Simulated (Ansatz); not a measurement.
The starting structures come from a database of crystals and need not be the phases stable at ambient conditions.

 Where the default PAW files enter, the runs use the earlier of Ansatz's two default sets.

Tunnelling through a barrier is set by its complex band structure: the current falls as exp(−2κd) with the smallest κ.

Consider the following.

```
Si
1.0
    3.83132     0.00000     0.00000
    0.00000     6.33262     0.00000
    1.91566     0.00000     3.31802
Si
4
Direct
  0.33333   0.93699   0.33333
  0.66667   0.06301   0.66667
  0.66667   0.43699   0.66667
  0.33333   0.56301   0.33333
```

Space group of this cell: P6_3/mmc. The cell is taken as given; by LDA its mean pressure is -2.1 GPa.

Transport runs along the normal of the first two printed cell vectors, the (100) plane of the conventional cell.

No gap correction and no spin-orbit coupling; mid-gap values are interpolated between computed energies.

Q: Give the band gap and the smallest decay constant κ at mid-gap that LDA in Ansatz (a quantum-chemistry and plane-wave program) yields.

A: Gap 0.32 eV on a 10×6×10 mesh; κ = 0.068 1/Å, at (0.500, 0.000) of the in-plane reciprocal vectors. At the zone centre, at the nearest computed energy, the slowest state has κ = 0.07 1/Å.
